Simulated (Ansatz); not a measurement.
Base system: LiH in the rock salt structure (space group Fm-3m, No. 225; a = 3.9802 Å).

Calculations: PBEsol/PAW in Ansatz (a first-principles code), without spin-orbit coupling, earlier PAW set.

One change was made to it. Results:

The band gap becomes zero (base: 2.73 eV); the shortest interatomic distance drops by 0.291 Å, from 1.990 Å to 1.699 Å.

Which change produced these results?
A) Li → Na
B) Li → B
C) H → Re

B, Li → B. For comparison, the shortest interatomic distance in the other runs: H → Re gives 2.282 Å; Li → Na gives 2.396 Å.

Stability against distortions was not tested. As relaxed here, BH and LiRe are hypothetical phases, not in the database extracts checked. The final runs are not spin-polarised.
